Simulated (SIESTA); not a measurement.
SIESTA run on Ta₃Ru (Fm-3m, 4 atoms in the cell): self-consistent single point.

Computed with LDA PW92, numerical atomic orbitals DZP, PseudoDojo LDA standard norm-conserving potentials (rewritten from UPF to PSML) (SIESTA).

```
Ta3Ru
1.0
    0.00000     3.24822     3.24822
    3.24822     0.00000     3.24822
    3.24822     3.24822     0.00000
Ta Ru
3 1
Direct
  0.25000   0.25000   0.25000
  0.75000   0.75000   0.75000
  0.50000   0.50000   0.50000
  0.00000   0.00000   0.00000
```

Reference input (self-consistent single point, DFT, GGA PBEsol, numerical atomic orbitals DZP, PseudoDojo PBEsol standard norm-conserving potentials (rewritten from UPF to PSML)): XC.functional = GGA; XC.authors = PBEsol; potentials = PseudoDojo PBEsol standard; PAO.BasisSize = DZP; PAO.EnergyShift = 0.005 Ry; MeshCutoff = 300 Ry; kgrid.MonkhorstPack = 9 9 9; OccupationFunction = FD; ElectronicTemperature = 0.05 eV; MaxSCFIterations = 150; SCF.Mixer.Method = Pulay; SCF.Mixer.Weight = 0.1. This run's input differs from it in these lines:

```diff
@@ -1,2 +1,2 @@
-# files in the folder: Ta.psml Ru.psml (PseudoDojo PBEsol standard)
+# files in the folder: Ta.psml Ru.psml (PseudoDojo LDA standard)
 SystemName  Ta3Ru
@@ -24,4 +24,4 @@
 
-XC.functional                GGA
-XC.authors                   PBEsol
+XC.functional                LDA
+XC.authors                   PW92
 PAO.BasisSize                DZP
```

The program printed (abridged):

```
        iscf     Eharris(eV)        E_KS(eV)     FreeEng(eV)     dDmax    Ef(eV) dHmax(eV)
   scf:    1    -8034.540868    -8062.545988    -8062.554569  1.316818 -3.607014 15.423052
   scf:    2    -8070.997409    -8068.574932    -8068.589211  0.211595 -3.802864  4.442295
   scf:    3    -8069.801500    -8069.264041    -8069.280600  0.087366 -3.942177  3.809414
   scf:    4    -8070.873623    -8070.277122    -8070.296908  0.271546 -4.450746  0.408458
   scf:    5    -8070.290221    -8070.285939    -8070.305915  0.005940 -4.460315  0.275783
   [... 2 lines left out ...]
   scf:    8    -8070.273321    -8070.284936    -8070.304849  0.012614 -4.471679  0.307243
   scf:    9    -8070.289415    -8070.288366    -8070.308292  0.004848 -4.476661  0.036069
   scf:   10    -8070.288438    -8070.288427    -8070.308357  0.001084 -4.475916  0.002035
   scf:   11    -8070.288427    -8070.288427    -8070.308357  0.000066 -4.475868  0.000063
SCF Convergence by DM+H criterion
max |DM_out - DM_in|         :     0.0000664133
max |H_out - H_in|      (eV) :     0.0000626585
SCF cycle converged after 11 iterations

Using DM_out to compute the final energy and forces

siesta: E_KS(eV) =            -8070.2884

siesta: E_KS - E_eggbox =     -8070.2884

siesta: Atomic forces (eV/Ang):
     1   -0.000000   -0.000000   -0.000000
     2    0.000000    0.000000    0.000000
     3    0.000000    0.000000    0.000000
     4    0.000000   -0.000000   -0.000000
   Tot    0.000000    0.000000    0.000000
   Max    0.000000
   Res    0.000000    sqrt( Sum f_i^2 / 3N )
   Max    0.000000    constrained

Stress tensor Voigt[x,y,z,yz,xz,xy] (kbar):      174.75      174.75      174.75       -0.00       -0.00       -0.00
(Free)E + p*V (eV/cell)    -8077.7846
   [... lines left out ...]
siesta: FreeEng =     -8070.308357
   [... lines left out ...]
siesta:     0.109073   -0.000000   -0.000000
siesta:    -0.000000    0.109073   -0.000000
siesta:    -0.000000   -0.000000    0.109073

siesta: Cell volume =         68.543188 Ang**3

siesta: Pressure (static):
siesta:                Solid            Molecule  Units
siesta:          -0.00118796         -0.00118796  Ry/Bohr**3
siesta:          -0.10907327         -0.10907327  eV/Ang**3
siesta:        -174.75465229       -174.75465229  kBar
```

The run converged in 11 iterations. Against the reference run the pressure goes from -11.69 to -17.48 GPa.

The starting cell comes from a database of computed structures (which also holds hypothetical and non-ambient phases and stackings), without a prior relaxation at this level. Its lattice was rescaled by a random factor within 2.5 % of one. Spin polarisation is off. Values carry the incompleteness of an atom-centred basis. With a pressure of about -17 GPa the cell is away from its equilibrium volume at this level.

Cost on one core of a shared machine: roughly 60 s.
